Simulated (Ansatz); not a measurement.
# Response to strain in TiO2

The reference is TiO2 in the rutile structure (space group P4_2/mnm, No. 136; a = 4.591 Å, c = 2.939 Å). Axes: x, y, z lie along a, b, c of the conventional cell.

Strains are applied to the cell and any free atomic positions relax.

The values are results of Ansatz (an electronic-structure program) PBEsol, no SOC, not measurements.

Notes on the quantities. energy relative to the base: free energy F.

| case | energy relative to the base | electron mass | shortest interatomic distance |
|---|---|---|---|
| base | 0 meV/atom | 0.54 mₑ along c, 1.1 mₑ across (at Γ) | 194.2 pm |
| uniaxial strain ε_xx = +0.60 % | +0.3 meV/atom | 0.54 mₑ along z, 1.1 mₑ across (at Γ) | 194.4 pm |
| uniaxial strain ε_xx = +1.20 % | +1.3 meV/atom | 0.55 mₑ along z, 1.1 mₑ across (at Γ) | 194.5 pm |
| uniaxial strain ε_xx = +1.80 % | +2.9 meV/atom | 1.1 mₑ along x, 1.2 mₑ along y, 0.55 mₑ along z (at Γ) | 194.7 pm |

The levels and masses belong to the bands next to the band gap. Effective masses come from finite differences of ±0.01 Å⁻¹. Whether these cells are dynamically stable was not tested. All final runs are without spin polarisation.
